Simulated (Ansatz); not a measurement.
Worked example: self-consistent single point of Zn2GeO4 (Fd-3m, 14 atoms in the cell) in Ansatz (a program for electronic structure).

Method: PBEsol, default PAW files made with PBE (plane waves; Ansatz).

```
CELL_PARAMETERS angstrom
      0.00000     4.00797     4.00797
      4.00797     0.00000     4.00797
      4.00797     4.00797     0.00000
ATOMIC_POSITIONS crystal
  Zn 0.12500 0.12500 0.12500
  Zn 0.62500 0.12500 0.12500
  Zn 0.12500 0.62500 0.12500
  Zn 0.12500 0.12500 0.62500
  Ge 0.75000 0.75000 0.75000
  Ge 0.50000 0.50000 0.50000
  O  0.36260 0.36260 0.36260
  O  0.91220 0.36260 0.36260
  O  0.36260 0.91220 0.36260
  O  0.36260 0.36260 0.91220
  O  0.88740 0.88740 0.88740
  O  0.33780 0.88740 0.88740
  O  0.88740 0.33780 0.88740
  O  0.88740 0.88740 0.33780
```

Reference input (self-consistent single point, DFT, PBE, plane waves, default PAW files): kpoints.mp_grid.grid = 6 6 6; hamiltonian.xc = pbe; hamiltonian.pseudopotentials = {kind: paw} (the program's default PAW files); scf.occupations.method = cold; scf.occupations.width = 0.1 eV. This run's input differs from it in these lines:

Ansatz 0.2 input:
```diff
@@ -23,3 +23,3 @@
 hamiltonian:
-  xc: pbe
+  xc: pbesol
   pseudopotentials: { kind: paw }
```

Output, abridged:

```
SCF iter   1: F=—  HF=-26113.500722 eV  |F-HF|=—  |Δ(HF+E_count)|=         —  Δρ=1.46e-2  dr2=2.00e-1  ethr=1.77e-3  ⟨swp⟩=5.1  Hψ=4775  notcnv=0  defer=37
all-band conjugate gradients solve this SCF's bands
preconditioner: auto → Resta (q_TF=auto, 2.711 Å⁻¹)
SCF iter   2: F=—  HF=-26113.441428 eV  |F-HF|=—  |Δ(HF+E_count)|=   5.85e-2  S|Δr|=   6.99e-4  Δρ=5.07e-3  dr2=3.03e-2  ethr=1.61e-4  ⟨swp⟩=2.2  Hψ=1829  notcnv=0  defer=87
   [... lines left out ...]
SCF iter   8: F=-26113.428969 eV  HF=-26113.428969 eV  |F-HF|=1.50e-8  |Δ(HF+E_count)|=   1.04e-7  S|Δr|=   1.65e-5  Δρ=5.87e-6  dr2=2.96e-8  ethr=8.06e-11  ⟨swp⟩=10.8  Hψ=5672  notcnv=0
Mixer restart at iter 8: flushing history
SCF iter   9: F=—  HF=-26113.440875 eV  |F-HF|=—  |Δ(HF+E_count)|=         —  Δρ=1.84e-5  dr2=2.01e-7  ethr=2.39e-11  ⟨swp⟩=2.1  Hψ=1770  notcnv=0
SCF iter  10: F=-26113.440875 eV  HF=-26113.440875 eV  |F-HF|=9.23e-8  |Δ(HF+E_count)|=   3.62e-9  S|Δr|=   7.76e-9  Δρ=8.03e-6  dr2=4.65e-8  ethr=2.39e-11  ⟨swp⟩=2.2  Hψ=4895  notcnv=0
SCF 1 converged in 10 iterations: F = -26113.440875 eV  dr2 = 4.65e-8
Stability not checked (fill_not_monotonic)
Free energy (F): -26113.440875 eV
F+E_penalty+E_count: -26113.440876 eV  (lagrangian_ev)
Internal energy: -26113.440875 eV  (E = F + TS)
E sigma→0 (E₀):  -26113.440875 eV
Fermi energy:    11.647440 eV
Smearing:        width narrowed from 0.1000 eV (input) to 0.0508 eV after iteration 8, whose occupations did not sum to the number of electrons (Fermi level in …
--- Forces (eV/Å), atoms counted from 1 ---
  atom   1  Zn     0.00000000     0.00000000     0.00000000
   [... lines left out ...]
  atom  14  O      3.12446566     3.12446566    -3.12446566
--- Stress (GPa, compression-positive) ---
       33.993332      -0.000000       0.000000
       -0.000000      33.993332       0.000000
        0.000000       0.000000      33.993332
  P = ⅓ Tr σ = 33.9933 GPa (339.933 kbar)
  The stress holds the Pulay correction. Without it, at fixed plane waves, as pw.x and ABINIT print it: P = 33.0404 GPa
```

The run converged in 10 iterations. Against the reference run the pressure goes from 43.30 to 33.99 GPa, the largest force goes from 5.647 to 5.412 eV/Å and the gap on the mesh goes from 0.405 to 0.351 eV.

The starting cell was generated: these elements placed on a structure prototype, without a prior relaxation; it need not be a known phase or ordering of this composition. With a pressure of about 34 GPa the cell is away from its equilibrium volume at this level. Forces in this geometry exceed 1 eV/Å. Ansatz's pressure includes its estimate of the finite-basis (Pulay) stress. Without the estimate this run gives 33.04 GPa.
